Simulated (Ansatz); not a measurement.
**CaF2, pressure series**

Consider CaF2 (space group Pmc2_1, No. 26; a cell from a computed database, its experimental status unchecked).

```yaml
crystal:
  lattice:
    - [3.46966, 0.00000, 0.00000]
    - [0.00000, 4.10548, 0.00000]
    - [0.00000, 0.00000, 5.87606]
  atoms:
    - { symbol: Ca, position: [0.00000, 0.14409, 0.70213] }
    - { symbol: Ca, position: [0.00000, 0.85591, 0.20213] }
    - { symbol: F, position: [0.50000, 0.08857, 0.97951] }
    - { symbol: F, position: [0.50000, 0.91143, 0.47951] }
    - { symbol: F, position: [0.00000, 0.63246, 0.85136] }
    - { symbol: F, position: [0.00000, 0.36754, 0.35136] }
```

Cell and atoms are relaxed at each pressure.

Computed with Ansatz (a first-principles code), PBEsol, PAW, cutoff 420 eV, scalar-relativistic without spin-orbit coupling.

```
pressure (GPa)  volume per atom (Å³/atom)
--------------  -------------------------
-2                                 14.375
0                                  13.950
0.3                                13.892
0.7                                13.816
1.5                                13.670
3                                       ?
5                                  13.104
7.5                                12.759
10                                 12.448
```

Problem. Fit the third-order Birch–Murnaghan form P(V) = (3B₀/2)[(V₀/V)^(7/3) − (V₀/V)^(5/3)]·[1 + (3/4)(B₀′ − 4)((V₀/V)^(2/3) − 1)] (squares taken in P) to the rows shown and predict the withheld row.

Solution. Least squares on the printed values gives V₀ = 13.951 Å³/atom, B₀ = 71.0 GPa, B₀′ = 3.7; this predicts 13.414 Å³/atom, and the run gives 13.414 Å³/atom, in agreement.

Load acts through the strain it causes; cell and atoms are relaxed under it. Stability against distortions was not tested. Competing high-pressure phases were not computed.
